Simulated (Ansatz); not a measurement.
Reference: ScAg (Pm-3m), PBEsol, DFPT electron-phonon coupling, linearised Boltzmann equation (plane waves, PAW, scalar-relativistic; Ansatz, a first-principles code); geometry: relaxed with this functional, without spin-orbit coupling.

```xyz
2
Lattice="3.3838 0.0000 0.0000 0.0000 3.3838 0.0000 0.0000 0.0000 3.3838" Properties=species:S:1:pos:R:3 pbc="T T T"
Sc     1.6919     1.6919     1.6919
Ag     0.0000     0.0000     0.0000
```

The resistivity at 300 K comes out as 21 μΩ·cm and the mean free path at 300 K is 5.1 nm.

Q: Swap Ag for Cu, keeping the structure type. How do these values move?

A: ScCu (Pm-3m): volume per atom 19.4 to 16.5 Å³; resistivity at 300 K stays about the same (21 μΩ·cm to 22 μΩ·cm); mean free path at 300 K stays about the same (5.1 nm to 4.6 nm).

Q: Swap Ag for Mg, keeping the structure type. How do these values move?

A: MgSc (Pm-3m): volume per atom 19.4 to 22.6 Å³; resistivity at 300 K rises (21 μΩ·cm to 27 μΩ·cm); mean free path at 300 K falls (5.1 nm to 4.2 nm).

Q: Swap Sc for Zn, keeping the structure type. How do these values move?

A: AgZn (Pm-3m): volume per atom 19.4 to 15.1 Å³; resistivity at 300 K falls (21 μΩ·cm to 5.4 μΩ·cm); mean free path at 300 K rises (5.1 nm to 15.6 nm).

Moves up to 17 % count as about the same. Metals; harmonic phonons alone scatter; means over directions. The mean free path is weighted by the current that each state carries. Halving the electron mesh moves these values by up to 12 %; q meshes are mostly untested. Spin-orbit coupling is left out.

Formula and space group known from diffraction (Crystallography Open Database), not checked to be the room-temperature form: AgZn (Pm-3m), ScAg (Pm-3m), ScCu (Pm-3m). Computed structure with no diffraction record at hand here (it may be known, metastable or hypothetical): MgSc (Pm-3m).
